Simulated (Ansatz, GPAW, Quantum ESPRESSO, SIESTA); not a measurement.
# Code comparison for LiCd3 (P6_3/mmc, 8 atoms in the cell)

Self-consistent single point.

```yaml
crystal:
  lattice:
    - [6.11013, 0.00000, 0.00000]
    - [-3.05506, 5.29153, 0.00000]
    - [0.00000, 0.00000, 4.84924]
  atoms:
    - { symbol: Li, position: [0.66667, 0.33333, 0.25000] }
    - { symbol: Li, position: [0.33333, 0.66667, 0.75000] }
    - { symbol: Cd, position: [0.83012, 0.16988, 0.75000] }
    - { symbol: Cd, position: [0.16988, 0.83012, 0.25000] }
    - { symbol: Cd, position: [0.66024, 0.83012, 0.25000] }
    - { symbol: Cd, position: [0.33976, 0.16988, 0.75000] }
    - { symbol: Cd, position: [0.83012, 0.66024, 0.75000] }
    - { symbol: Cd, position: [0.16988, 0.33976, 0.25000] }
```

Shared settings, as Ansatz (a program for electronic structure) writes them: kpoints.mp_grid.grid = 6 6 7; scf.occupations.method = fermi_dirac; scf.occupations.width = 0.01 Ry. Potentials and cutoffs stand in the table.

```json
[
 {"code": "SIESTA", "model": "GGA PBEsol, numerical atomic orbitals DZP, PseudoDojo PBEsol standard norm-conserving potentials (rewritten from UPF to PSML)", "pressure (GPa)": "-7.02", "largest force (eV/Å)": "0.209", "cutoff": "grid 300 Ry"},
 {"code": "Ansatz", "model": "PBEsol, PAW files made with PBE", "pressure (GPa)": "-1.62", "largest force (eV/Å)": "0.042", "cutoff": "30.9 Ry"},
 {"code": "GPAW", "model": "PBEsol, GPAW PAW datasets PBEsol (made by gpaw-setup)", "pressure (GPa)": "-2.18", "largest force (eV/Å)": "0.050", "cutoff": "550 eV"},
 {"code": "Quantum ESPRESSO", "model": "PBEsol, GBRV 1.5 ultrasoft (PBESOL) pseudopotentials", "pressure (GPa)": "-1.85", "largest force (eV/Å)": "0.037", "cutoff": "40 Ry"}
]
```

The spread over the programs that give each value: pressure within 5.40 GPa; largest force within 0.172 eV/Å.

SIESTA uses small atom-centred bases, whose incompleteness enters pressures, forces and empty levels differently from a plane-wave cutoff. Ansatz's pressure is given at a fixed set of plane waves, as the other plane-wave codes print theirs. In the pressure, SIESTA (by 5.16) lies more than 1 GPa from the median of the plane-wave programs. In the force vectors, SIESTA (by 0.167) lies more than 0.08 eV/Å from the median of the plane-wave programs.

On the base mesh (4 4 5) the same programs gave: Ansatz pressure -1.51 GPa; Quantum ESPRESSO pressure -1.74 GPa; GPAW pressure -2.07 GPa; SIESTA pressure -6.88 GPa.

The starting cell comes from a database of computed structures (which also holds hypothetical and non-ambient phases and stackings), without a prior relaxation at this level.

Keys are those of Ansatz 0.2.
